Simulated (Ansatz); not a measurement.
The starting structures come from a database of crystals and need not be the phases stable at ambient conditions.

 Where the default PAW files enter, the runs use the earlier of Ansatz's two default sets.

By PBEsol, the system below comes out a metal.

Without scattering a metal conducts by its projected Fermi surface.

Consider the following.

```
Al3Ti
1.0
    3.89865     0.00000     0.00000
    0.00000     3.89865     0.00000
    1.94933    -1.94933     4.36628
Ti Al
1 3
Cartesian
  0.00000   0.00000   0.00000
  1.94933   1.94933   0.00000
  1.94933   0.00000   2.18314
  3.89865   1.94933   2.18314
```

Space group of this cell: I4/mmm. The cell is strained (all lengths scaled by 1.02); by PBEsol its mean pressure is -6.3 GPa.

The current flows along the normal of the first two printed cell vectors, the (001) plane of the conventional cell. No spin-orbit coupling; the value is a mean over 0.1 eV about the Fermi level.

**Question.** Give the ballistic conductance per area that PBEsol run with Ansatz (a first-principles code) yields.

**Answer.** 0.48 × 10¹⁵ S/m² for both spins.
